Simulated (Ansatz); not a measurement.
For HfC (model structure, started from the NbAs type, I4₁md, No. 109, 4 atoms in the cell), LDA (Ansatz, a quantum-chemistry and plane-wave program, plane waves, PAW) gives:

equilibrium lattice constant a: 2.978 Å
c axis length: 11.186 Å
bulk modulus B0: 228 GPa
cohesive energy: 8.42 eV/atom

Problem. What does r²SCAN (Ansatz, plane waves, PAW) give for the same quantities?

Solution. 
- lattice constant a: 3.027 Å (increases by 1.6 %)
- lattice parameter c: 11.312 Å (rises by 1.1 %)
- bulk modulus: 214 GPa (drops by 6.1 %)
- cohesive energy: 7.21 eV/atom (falls by 1.21 eV/atom)

Changes are worked out from the printed values.

Unless a cell is named, each level is at its own relaxed cell (LDA 12.40, r²SCAN 12.95 Å³/atom).

Levels without +SOC leave out spin–orbit coupling, which shifts energies and cells of such heavy elements.

Caveats: the bulk modulus is −V dP/dV from two relaxed cells at ±2 % in volume (LDA, r²SCAN). Ansatz's density-functional and Hartree–Fock values are scalar-relativistic unless marked +SOC, with PAW data made under PBE.

A model structure was made by putting elements into a prototype or built by hand; it is no filed structure, need not be a known phase, and can be a saddle point held by its symmetry.
